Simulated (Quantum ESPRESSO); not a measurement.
Input and output of a dielectric-response calculation for F₂ (C2/c, 4 atoms in the cell) (Quantum ESPRESSO).

Computed with LDA (PZ), GBRV 1.5 ultrasoft (LDA) pseudopotentials (plane waves; Quantum ESPRESSO 7.5).

```yaml
crystal:
  lattice:
    - [2.56910, -1.59194, 0.00000]
    - [2.56910, 1.59194, 0.00000]
    - [-0.56492, 0.00000, 6.63070]
  atoms:
    - { symbol: F, position: [0.59583, 0.91533, 0.59796] }
    - { symbol: F, position: [0.40417, 0.08467, 0.40204] }
    - { symbol: F, position: [0.08467, 0.40417, 0.90204] }
    - { symbol: F, position: [0.91533, 0.59583, 0.09796] }
```

Reference input (self-consistent single point, DFT, LDA (PZ), plane waves, GBRV 1.5 ultrasoft (LDA) pseudopotentials): ecutwfc = 40 Ry; ecutrho = 200 Ry; occupations = smearing; smearing = fermi-dirac; degauss = 0.000734986 Ry; potentials = {F: f_lda_v1.4.uspp.F.UPF}; K_POINTS = automatic 7 7 2 0 0 0; conv_thr = 1e-09 Ry. This run's input differs from it in these lines:

```diff
@@ -15,5 +15,4 @@
   ecutrho = 200
-  occupations = 'smearing'
-  smearing = 'fermi-dirac'
-  degauss = 0.000734986
+  occupations = 'fixed'
+  nbnd = 22
 /
@@ -30,3 +29,3 @@
 K_POINTS automatic
-7 7 2  0 0 0
+8 8 3  0 0 0
 CELL_PARAMETERS alat
```

Step 2 (ph.x):

```fortran
phonons at the zone centre
&inputph
  prefix = 'run'
  outdir = './out'
  tr2_ph = 1.0d-14
  trans = .false.
  epsil = .true.
  zeu = .true.
/
0.0 0.0 0.0
```

The program printed (abridged):

Output of step 1:

```
     Self-consistent Calculation

     iteration #  1     ecut=    40.00 Ry     beta= 0.70

     Threshold (ethr) on eigenvalues was too large:
     Diagonalizing with lowered threshold

     total energy              =    -193.52749266 Ry
     estimated scf accuracy    <       0.25903842 Ry

     iteration #  2     ecut=    40.00 Ry     beta= 0.70

     total energy              =    -193.54204923 Ry
     estimated scf accuracy    <       0.01413448 Ry

     iteration #  3     ecut=    40.00 Ry     beta= 0.70

     total energy              =    -193.54299266 Ry
     estimated scf accuracy    <       0.00084928 Ry

   [... 2 blocks of this kind left out ...]

     iteration #  6     ecut=    40.00 Ry     beta= 0.70

     total energy              =    -193.54318164 Ry
     estimated scf accuracy    <       0.00000002 Ry

     iteration #  7     ecut=    40.00 Ry     beta= 0.70
     End of self-consistent calculation

     highest occupied, lowest unoccupied level (ev):    -2.8677   -0.4126

!    total energy              =    -193.54318164 Ry
     estimated scf accuracy    <          1.6E-10 Ry

     convergence has been achieved in   7 iterations

     Forces acting on atoms (cartesian axes, Ry/au):

     atom    1 type  1   force =     0.00056724    0.00971413   -0.02006150
     atom    2 type  1   force =    -0.00056724   -0.00971413    0.02006150
     atom    3 type  1   force =    -0.00056724    0.00971413    0.02006150
     atom    4 type  1   force =     0.00056724   -0.00971413   -0.02006150

     Total force =     0.044594     Total SCF correction =     0.000071

          total   stress  (Ry/bohr**3)                   (kbar)     P=      -41.50
  -0.00012736   0.00000000   0.00002072          -18.73        0.00        3.05
   0.00000000  -0.00022255   0.00000000            0.00      -32.74        0.00
   0.00002072  -0.00000000  -0.00049637            3.05       -0.00      -73.02

   JOB DONE.
```

Output of step 2:

```
     Reading xml data from directory:

     ./out/run.save/

     G-vector sticks info
     --------------------
     sticks:   dense  smooth     PW     G-vecs:    dense   smooth      PW
     Sum         461     375    121                17463    12505    2367

     Reading collected, re-writing distributed wavefunctions in ./out/

     Number and degeneracy of irreps per q-point
       N         xq(1)         xq(2)         xq(3)   N irreps
       1   0.000000000   0.000000000   0.000000000      12
     No degeneracy

     Calculation of q =    0.0000000   0.0000000   0.0000000

     phonons at the zone centre

     bravais-lattice index     =            0
     lattice parameter (alat)  =       5.7114  a.u.
     unit-cell volume          =     366.0119 (a.u.)^3
     number of atoms/cell      =            4
     number of atomic types    =            1
     kinetic-energy cut-off    =      40.0000  Ry
     charge density cut-off    =     200.0000  Ry
     convergence threshold     =      1.0E-14
     beta                      =       0.7000
     number of iterations used =            4
     Exchange-correlation= PZ
   [... lines left out ...]
     Born effective charges as d Force / d E

     Atomic displacements:
     There are   12 irreducible representations

     Representation     1      1 modes -  To be done

     Representation     2      1 modes -  To be done

     Representation     3      1 modes -  To be done

     Representation     4      1 modes -  To be done

     Representation     5      1 modes -  To be done

     Representation     6      1 modes -  To be done

     Representation     7      1 modes -  To be done

     Representation     8      1 modes -  To be done

     Representation     9      1 modes -  To be done

     Representation    10      1 modes -  To be done

     Representation    11      1 modes -  To be done

     Representation    12      1 modes -  To be done
     Electric Fields Calculation

      iter #   1   av.it.:   6.1
      thresh= 1.000E-02 alpha_mix =  0.700 |ddv_scf|^2 =  1.852E-06

      iter #   2   av.it.:  10.6
      thresh= 1.361E-04 alpha_mix =  0.700 |ddv_scf|^2 =  8.196E-06

   [... 6 blocks of this kind left out ...]

      iter #   9   av.it.:   9.8
      thresh= 1.718E-08 alpha_mix =  0.700 |ddv_scf|^2 =  7.031E-15

     End of electric fields calculation
          Dielectric constant in cartesian axis

          (       1.618108679      -0.000000000      -0.079389513 )
          (      -0.000000000       1.909216271       0.000000000 )
          (      -0.079316173      -0.000000000       2.892741396 )

          Effective charges (d Force / dE) in cartesian axis without acoustic sum rule applied (asr)

           atom    1  F     Mean Z*:        0.00356
      Ex  (        0.00436        0.01413        0.00041 )
      Ey  (        0.01354        0.00386       -0.09060 )
      Ez  (        0.00007       -0.13732        0.00247 )
           atom    2  F     Mean Z*:        0.00356
      Ex  (        0.00436        0.01413        0.00041 )
      Ey  (        0.01354        0.00386       -0.09060 )
      Ez  (        0.00007       -0.13732        0.00247 )
           atom    3  F     Mean Z*:        0.00356
      Ex  (        0.00436       -0.01413        0.00041 )
      Ey  (       -0.01354        0.00386        0.09060 )
      Ez  (        0.00007        0.13732        0.00247 )
           atom    4  F     Mean Z*:        0.00356
      Ex  (        0.00436       -0.01413        0.00041 )
      Ey  (       -0.01354        0.00386        0.09060 )
      Ez  (        0.00007        0.13732        0.00247 )

   [... lines left out ...]
      E*x (       -0.00000        0.01413       -0.00000 )
      E*y (        0.01354        0.00000       -0.09060 )
      E*z (        0.00000       -0.13732        0.00000 )
           atom    2  F     Mean Z*:       -0.00000
      E*x (       -0.00000        0.01413       -0.00000 )
      E*y (        0.01354        0.00000       -0.09060 )
      E*z (        0.00000       -0.13732       -0.00000 )
           atom    3  F     Mean Z*:        0.00000
      E*x (        0.00000       -0.01413       -0.00000 )
      E*y (       -0.01354        0.00000        0.09060 )
      E*z (        0.00000        0.13732        0.00000 )
           atom    4  F     Mean Z*:       -0.00000
      E*x (        0.00000       -0.01413        0.00000 )
      E*y (       -0.01354       -0.00000        0.09060 )
      E*z (        0.00000        0.13732        0.00000 )
   JOB DONE.
```

The run converged in 7 iterations. 

Summary of the result:
- Free energy E − TS = -2633.2891 eV
- Top of the valence band (on the code's own zero) = -2.87 eV
- Gap on the k-point mesh = 2.46 eV
- Pressure = -4.15 GPa
- Largest force (vector length) = 0.573 eV/Å
- ε∞ at this k-point mesh, which may be far from converged in small-gap cells (xx, yy, zz) = 1.62, 1.91, 2.89
- Born charges at this mesh (mean of the diagonal, e) = F 0.00, F 0.00, F 0.00, F 0.00

The starting cell comes from a database of computed structures (which also holds hypothetical and non-ambient phases and stackings), without a prior relaxation at this level. Its lattice was rescaled by up to half a per cent. With a pressure of about -4 GPa the cell is away from its equilibrium volume at this level.
